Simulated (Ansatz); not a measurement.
Defect: interstitial Ga in crystalline InGaZnO4 (ordered Ga and Zn layers), charge state +3. Level of theory: PBE, PAW (plane waves to 420 eV; Ansatz, a first-principles code).

Cell of 189 host sites held at the relaxed PBE lattice; one k-point at (0.167, 0.250, 0.250); Fermi-Dirac width 0.01 eV, spin-restricted; finite-size errors left in. Static, classical nuclei. The charge state is imposed; whether it is stable for some Fermi level was not computed. Sites that were not tried may lie lower.

Barriers: single points on a 2×2×2 k-point mesh shifted by half a step along c at the bands' geometries.

Relaxed starting cell (atoms counted from 1):

```
CELL_PARAMETERS angstrom
     10.06801     0.00000     0.00000
     -5.03400     8.71915     0.00000
      0.00000     0.00000    26.11123
ATOMIC_POSITIONS crystal
  In 0.99989 0.99947 0.00511
  In 0.99990 0.33346 0.00512
  In 0.00003 0.66653 0.00489
  In 0.33352 0.99983 0.00511
  In 0.33389 0.33348 0.00511
  In 0.33351 0.66673 0.00511
  In 0.66665 0.99985 0.00511
  In 0.66685 0.33334 0.00488
  In 0.66684 0.66655 0.00489
  Ga 0.22244 0.11109 0.12099
  Ga 0.22245 0.44480 0.12100
  Ga 0.22204 0.77776 0.12097
  Ga 0.55577 0.11149 0.12096
  Ga 0.55616 0.44480 0.12103
  Ga 0.55579 0.77775 0.12096
  Ga 0.88874 0.11109 0.12100
  Ga 0.88872 0.44482 0.12103
  Ga 0.88873 0.77738 0.12103
  Zn 0.99973 0.99880 0.21691
  Zn 0.99969 0.33349 0.21688
  Zn 0.00017 0.66639 0.21822
  Zn 0.33387 0.99932 0.21739
  Zn 0.33438 0.33344 0.21691
  Zn 0.33388 0.66714 0.21735
  Zn 0.66603 0.99931 0.21736
  Zn 0.66679 0.33299 0.21823
  Zn 0.66682 0.66636 0.21822
  O  0.22256 0.11068 0.19731
  O  0.22258 0.44457 0.19732
  O  0.22172 0.77725 0.19723
  O  0.55601 0.11153 0.19723
  O  0.55686 0.44479 0.19734
  O  0.55604 0.77722 0.19722
  O  0.88867 0.11067 0.19733
  O  0.88844 0.44481 0.19734
  O  0.88846 0.77642 0.19733
  O  0.99992 0.99985 0.12183
  O  0.99991 0.33368 0.12187
  O  0.99997 0.66680 0.12134
  O  0.33352 0.00006 0.12164
  O  0.33375 0.33367 0.12184
  O  0.33352 0.66708 0.12167
  O  0.66651 0.00007 0.12167
  O  0.66679 0.33362 0.12133
  O  0.66681 0.66677 0.12133
  O  0.22236 0.11110 0.04552
  O  0.22236 0.44454 0.04554
  O  0.22228 0.77776 0.04541
  O  0.55569 0.11118 0.04540
  O  0.55559 0.44443 0.04532
  O  0.55567 0.77778 0.04541
  O  0.88892 0.11111 0.04554
  O  0.88904 0.44442 0.04534
  O  0.88904 0.77787 0.04533
  O  0.99926 0.99786 0.29391
  O  0.99926 0.33401 0.29388
  O  0.00094 0.66677 0.29536
  O  0.33433 0.99890 0.29438
  O  0.33536 0.33395 0.29390
  O  0.33440 0.66814 0.29434
  O  0.66510 0.99884 0.29436
  O  0.66646 0.33226 0.29538
  O  0.66648 0.66673 0.29535
  In 0.22300 0.11035 0.33181
  In 0.22304 0.44566 0.33173
  In 0.22283 0.77789 0.33488
  In 0.55546 0.11052 0.33492
  In 0.55582 0.44434 0.33484
  In 0.55551 0.77782 0.33489
  In 0.88771 0.11031 0.33173
  In 0.88899 0.44438 0.33484
  In 0.88899 0.77751 0.33485
  Ga 0.11103 0.22243 0.44522
  Ga 0.10918 0.55643 0.45082
  Ga 0.10911 0.88635 0.45086
  Ga 0.44720 0.22444 0.45086
  Ga 0.44735 0.55630 0.45081
  Ga 0.44458 0.88901 0.45161
  Ga 0.77720 0.22438 0.45083
  Ga 0.77794 0.55560 0.45219
  Ga 0.77720 0.88612 0.45080
  Zn 0.23363 0.09961 0.54252
  Zn 0.23416 0.46759 0.54245
  Zn 0.22418 0.77846 0.55128
  Zn 0.55476 0.10904 0.55131
  Zn 0.55859 0.44541 0.55142
  Zn 0.55489 0.77821 0.55128
  Zn 0.86537 0.09885 0.54250
  Zn 0.88786 0.44538 0.55142
  Zn 0.88779 0.77460 0.55141
  O  0.11117 0.22204 0.53620
  O  0.10841 0.55857 0.52891
  O  0.10840 0.88277 0.52897
  O  0.45046 0.22485 0.52893
  O  0.45079 0.55846 0.52892
  O  0.44471 0.88866 0.52926
  O  0.77475 0.22494 0.52889
  O  0.77803 0.55522 0.52985
  O  0.77472 0.88235 0.52891
  O  0.21928 0.11428 0.45751
  O  0.21954 0.43898 0.45754
  O  0.22233 0.77808 0.45373
  O  0.55559 0.11131 0.45370
  O  0.55653 0.44503 0.45417
  O  0.55560 0.77792 0.45368
  O  0.89453 0.11390 0.45752
  O  0.88864 0.44498 0.45413
  O  0.88860 0.77706 0.45418
  O  0.11116 0.22234 0.37379
  O  0.11280 0.55353 0.37706
  O  0.11275 0.89252 0.37709
  O  0.44093 0.22068 0.37710
  O  0.44099 0.55338 0.37705
  O  0.44458 0.88882 0.37699
  O  0.78002 0.22070 0.37707
  O  0.77791 0.55553 0.37732
  O  0.78000 0.89238 0.37704
  O  0.21469 0.11855 0.62693
  O  0.21514 0.43030 0.62664
  O  0.22279 0.77799 0.62823
  O  0.55521 0.11033 0.62824
  O  0.55365 0.44328 0.62859
  O  0.55539 0.77786 0.62824
  O  0.90271 0.11792 0.62658
  O  0.89003 0.44318 0.62859
  O  0.88993 0.77953 0.62856
  In 0.11166 0.22174 0.70537
  In 0.10945 0.55665 0.66967
  In 0.10933 0.88584 0.66966
  In 0.44756 0.22405 0.66972
  In 0.44734 0.55677 0.66964
  In 0.44434 0.88897 0.67073
  In 0.77668 0.22392 0.66969
  In 0.77790 0.55555 0.67109
  In 0.77656 0.88596 0.66962
  Ga 0.99430 0.98891 0.79367
  Ga 0.99465 0.33893 0.79353
  Ga 0.99946 0.66651 0.78845
  Ga 0.33355 0.00001 0.78820
  Ga 0.34456 0.33923 0.79367
  Ga 0.33355 0.66742 0.78814
  Ga 0.66614 0.99998 0.78814
  Ga 0.66703 0.33409 0.78846
  Ga 0.66692 0.66659 0.78845
  Zn 0.11120 0.22185 0.89021
  Zn 0.11361 0.55965 0.88858
  Zn 0.11364 0.88639 0.88858
  Zn 0.44671 0.21948 0.88859
  Zn 0.44662 0.55985 0.88858
  Zn 0.44454 0.88862 0.88848
  Zn 0.77345 0.21949 0.88857
  Zn 0.77788 0.55521 0.88812
  Zn 0.77322 0.88644 0.88858
  O  0.00007 0.99990 0.86647
  O  0.00029 0.33298 0.86635
  O  0.99929 0.66597 0.86408
  O  0.33454 0.99872 0.86361
  O  0.33328 0.33313 0.86647
  O  0.33446 0.66880 0.86356
  O  0.66445 0.99877 0.86357
  O  0.66724 0.33393 0.86409
  O  0.66714 0.66606 0.86411
  O  0.11132 0.22224 0.78763
  O  0.11199 0.55756 0.78807
  O  0.11203 0.88817 0.78822
  O  0.44543 0.22160 0.78819
  O  0.44540 0.55782 0.78823
  O  0.44437 0.88924 0.78293
  O  0.77602 0.22160 0.78809
  O  0.77776 0.55582 0.78682
  O  0.77574 0.88816 0.78824
  O  0.99331 0.98708 0.71464
  O  0.99427 0.33921 0.71451
  O  0.00032 0.66681 0.71145
  O  0.32972 0.00376 0.70970
  O  0.34629 0.34015 0.71465
  O  0.32993 0.65997 0.70969
  O  0.67353 0.00355 0.70969
  O  0.66668 0.33317 0.71144
  O  0.66653 0.66686 0.71143
  O  0.11124 0.22197 0.96428
  O  0.11175 0.55562 0.96334
  O  0.11175 0.88879 0.96334
  O  0.44444 0.22147 0.96334
  O  0.44442 0.55569 0.96335
  O  0.44459 0.88864 0.96331
  O  0.77762 0.22148 0.96333
  O  0.77794 0.55531 0.96323
  O  0.77755 0.88881 0.96334
  Ga 0.11071 0.22240 0.60613
```
Cell charge +3.

End state 1 differs by these moves (Å; atoms that move under 0.08 Å are left out):

```json
[
 {"atom": "74", "element": "Ga", "Δx": "0.04", "Δy": "-0.06", "Δz": "0.07"},
 {"atom": "77", "element": "Ga", "Δx": "-0.04", "Δy": "-0.06", "Δz": "0.07"},
 {"atom": "82", "element": "Zn", "Δx": "0.08", "Δy": "0.09", "Δz": "-0.07"},
 {"atom": "83", "element": "Zn", "Δx": "0.00", "Δy": "-0.28", "Δz": "0.33"},
 {"atom": "88", "element": "Zn", "Δx": "-0.08", "Δy": "0.10", "Δz": "-0.06"},
 {"atom": "90", "element": "Zn", "Δx": "0.00", "Δy": "-0.05", "Δz": "-0.16"},
 {"atom": "91", "element": "O", "Δx": "0.00", "Δy": "-0.26", "Δz": "0.21"},
 {"atom": "92", "element": "O", "Δx": "0.07", "Δy": "-0.08", "Δz": "0.06"},
 {"atom": "94", "element": "O", "Δx": "0.07", "Δy": "0.04", "Δz": "-0.02"},
 {"atom": "95", "element": "O", "Δx": "-0.07", "Δy": "-0.08", "Δz": "0.06"},
 {"atom": "97", "element": "O", "Δx": "-0.07", "Δy": "0.04", "Δz": "-0.02"},
 {"atom": "101", "element": "O", "Δx": "0.00", "Δy": "-0.10", "Δz": "0.07"},
 {"atom": "118", "element": "O", "Δx": "0.05", "Δy": "-0.08", "Δz": "0.08"},
 {"atom": "119", "element": "O", "Δx": "0.00", "Δy": "0.07", "Δz": "0.15"},
 {"atom": "124", "element": "O", "Δx": "-0.04", "Δy": "-0.07", "Δz": "0.08"},
 {"atom": "126", "element": "O", "Δx": "0.00", "Δy": "0.50", "Δz": "-0.19"},
 {"atom": "127", "element": "In", "Δx": "0.00", "Δy": "0.15", "Δz": "-0.47"},
 {"atom": "129", "element": "In", "Δx": "0.07", "Δy": "0.03", "Δz": "0.18"},
 {"atom": "134", "element": "In", "Δx": "0.00", "Δy": "-0.10", "Δz": "0.10"},
 {"atom": "135", "element": "In", "Δx": "-0.06", "Δy": "0.03", "Δz": "0.18"},
 {"atom": "136", "element": "Ga", "Δx": "0.00", "Δy": "0.11", "Δz": "-0.11"},
 {"atom": "137", "element": "Ga", "Δx": "0.05", "Δy": "0.00", "Δz": "-0.08"},
 {"atom": "140", "element": "Ga", "Δx": "-0.05", "Δy": "0.00", "Δz": "-0.08"},
 {"atom": "154", "element": "O", "Δx": "0.00", "Δy": "0.04", "Δz": "-0.08"},
 {"atom": "163", "element": "O", "Δx": "0.00", "Δy": "0.06", "Δz": "-0.14"},
 {"atom": "165", "element": "O", "Δx": "0.00", "Δy": "0.02", "Δz": "-0.08"},
 {"atom": "168", "element": "O", "Δx": "0.00", "Δy": "0.02", "Δz": "0.11"},
 {"atom": "171", "element": "O", "Δx": "0.01", "Δy": "0.02", "Δz": "-0.08"},
 {"atom": "172", "element": "O", "Δx": "0.00", "Δy": "0.13", "Δz": "-0.05"},
 {"atom": "175", "element": "O", "Δx": "0.09", "Δy": "0.02", "Δz": "0.06"},
 {"atom": "177", "element": "O", "Δx": "0.00", "Δy": "0.07", "Δz": "0.05"},
 {"atom": "178", "element": "O", "Δx": "-0.08", "Δy": "0.02", "Δz": "0.06"},
 {"atom": "190", "element": "Ga", "Δx": "0.01", "Δy": "-1.54", "Δz": "-0.19"}
]
```

Task: What forward and backward barriers to end state 1 does PBE, PAW give?

Result: forward 0.86 eV, backward 0.49 eV; at the saddle point atom 190 has neighbours 2 O at 1.81, O at 1.84 Å. The saddle point's order was not checked, and it lies on a symmetry element of the cell, where a band can be held.
